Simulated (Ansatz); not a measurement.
ZnS, pressure series

Start from ZnS in the wurtzite structure (space group P6_3mc, No. 186; a = 3.8451 Å, c = 6.3057 Å).

Cell and atoms are relaxed at each pressure.

All numbers come from PBE (Ansatz, an electronic-structure program, PAW, without spin-orbit coupling).

```csv
change,electron mass,density
base,"0.16 mₑ along c, 0.18 mₑ across (at Γ)",4.01 g/cm³
pressure −2 GPa,"0.15 mₑ along c, 0.17 mₑ across (at Γ)",3.89 g/cm³
pressure −1 GPa,"0.15 mₑ along c, 0.18 mₑ across (at Γ)",…
pressure 3 GPa,"0.16 mₑ along c, 0.19 mₑ across (at Γ)",…
pressure 7 GPa,"0.17 mₑ along c, 0.20 mₑ across (at Γ)",…
pressure 15 GPa,"0.17 mₑ along c, 0.22 mₑ across (at Γ)",4.68 g/cm³
pressure 30 GPa,–,5.15 g/cm³
pressure 50 GPa,"0.29 mₑ along c, 0.47 mₑ across (at K)",5.65 g/cm³
pressure 75 GPa,"0.26 mₑ along c, 0.40 mₑ across (at K)",6.19 g/cm³
pressure 100 GPa,"0.24 mₑ along c, 0.34 mₑ across (at K)",6.70 g/cm³
```

Problem. Fill in the withheld entries from the trend.

Solution. 
- pressure −1 GPa, density: 3.95 g/cm³
- pressure 3 GPa, density: 4.17 g/cm³
- pressure 7 GPa, density: 4.36 g/cm³

The levels and masses belong to the bands next to the band gap. Load acts through the strain it causes; cell and atoms are relaxed under it. Masses are band curvatures over ±0.01 Å⁻¹ around the edge. No phonon test of stability was made. Tetrahedral semiconductors of this kind turn to denser phases somewhere between about 1 and 50 GPa; those were not computed, so compressed cells here can lie past the real transition.
